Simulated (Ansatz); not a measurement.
## Relaxation of the atoms of AgSb (I4_1md, 4 atoms in the cell) at several settings

```xyz
4
Lattice="-1.8685 1.8685 6.3259 1.8685 -1.8685 6.3259 1.8685 1.8685 -6.3259" Properties=species:S:1:pos:R:3 pbc="T T T"
Ag     0.0000     0.0000     9.4889
Ag     0.0000     1.8685     0.0000
Sb     0.0000     0.0000     2.1002
Sb     0.0000     1.8685     5.2632
```

Base: PBE (Ansatz, a first-principles code). Its settings: kpoints.mp_grid.grid = 6 6 6; hamiltonian.xc = pbe; hamiltonian.pseudopotentials = {kind: paw} (the program's default PAW files); scf.occupations.method = gaussian; scf.occupations.width = 0.1 eV. Starting volume 22.09 Å³ per atom.

Each line gives the change from the base single point and the result:

- atoms moved at random; relax: default → atoms; relax.f_tol: default → 0.005 eV/Å: pressure 8.36 GPa; largest force (vector length) 0.003 eV/Å; relaxation steps 4; free energy against the base single point 0.0 meV/atom.
- atoms moved at random; relax: default → atoms; relax.f_tol: default → 0.1 eV/Å: pressure 8.36 GPa; largest force (vector length) 0.003 eV/Å; relaxation steps 3; free energy against the base single point 0.0 meV/atom.
- atoms moved at random; scf.convergence.dr2_threshold: default (1e-07 eV) → 0.001 eV; relax: default → atoms; relax.f_tol: default → 0.03 eV/Å: pressure 8.36 GPa; largest force (vector length) 0.004 eV/Å; relaxation steps 3; free energy against the base single point 0.0 meV/atom.

The starting cell was generated: these elements placed on a structure prototype, without a prior relaxation; it need not be a known phase or ordering of this composition. Its lattice was rescaled by a random factor within 2.5 % of one. Ansatz's pressure includes its estimate of the finite-basis (Pulay) stress. The run gives no clean gap (levels at the Fermi energy touch, overlap or are partly filled at this smearing), which alone does not show that the compound is a metal.

Keys are those of Ansatz 0.2.
